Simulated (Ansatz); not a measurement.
The starting structures come from a database of crystals and need not be the phases stable at ambient conditions.

 Where the default PAW files enter, the runs use the earlier of Ansatz's two default sets.

Given:

```yaml
crystal:
  lattice:
    - [5.41965, 0.00000, 0.00000]
    - [0.00000, 5.44666, 0.00000]
    - [2.70982, 0.00000, 2.70982]
  atoms:
    - { symbol: Y, position: [0.50000, 0.71148, 0.50000] }
    - { symbol: Y, position: [0.00000, 0.28852, 0.50000] }
    - { symbol: O, position: [0.00000, 0.50000, 0.00000] }
    - { symbol: O, position: [0.50000, 0.50000, 0.00000] }
    - { symbol: F, position: [0.50000, 0.00000, 0.00000] }
    - { symbol: F, position: [0.00000, 0.00000, 0.00000] }
```

Space group of this cell: P4/nmm. The cell is taken as given; by PBEsol its mean pressure is -2.3 GPa.

Transport runs along the normal of the first two printed cell vectors, the (110) plane of the conventional cell.

The gap is the functional's own, uncorrected, and κ follows it; spin-orbit coupling is left out. Mid-gap values are interpolated between the computed energies.

Question: Predict the band gap and the smallest decay constant κ at mid-gap from PBEsol (Ansatz, a program for electronic structure).

Answer: Gap 4.93 eV on a 12×6×12 mesh; κ = 0.368 1/Å, at the zone centre.
